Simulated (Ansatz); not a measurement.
Here is the system:

End structure of a constructed model of the (111) surface of fcc Ag, a pseudomorphic layer of Pd in the host's stacking (bottom of the slab: a bare face, its two planes held):

```xyz
7
Lattice="2.9334 0.0000 0.0000 -1.4667 2.5404 0.0000 0.0000 0.0000 30.5000" Properties=species:S:1:pos:R:3 pbc="T T T"
Ag     0.0000     1.6936     8.0484
Ag     1.4667     0.8468    10.4435
Ag     0.0000     0.0000    12.8338
Ag     0.0000     1.6936    15.2356
Ag     1.4667     0.8468    17.6369
Ag     0.0000     0.0000    20.0296
Pd     0.0000     1.6936    22.2817
```

Model: 7-atom slab, 14.4 Å thick at the start with caps and adatoms, 15x15x1 mesh, Fermi-Dirac 0.1 eV, dipole correction, 2 atoms held, the rest relaxed; symmetry of the start imposed; no spin, no spin-orbit, no U. In PBE it is, or lies within 0.01 eV a 1x1 cell of, the lowest of the 2 structures of its composition computed so far; subsurface sites and larger cells were not tried.

Question: Estimate the work function of the top face that PBE in Ansatz (a first-principles code) returns for this input.

Answer: 5.17 eV
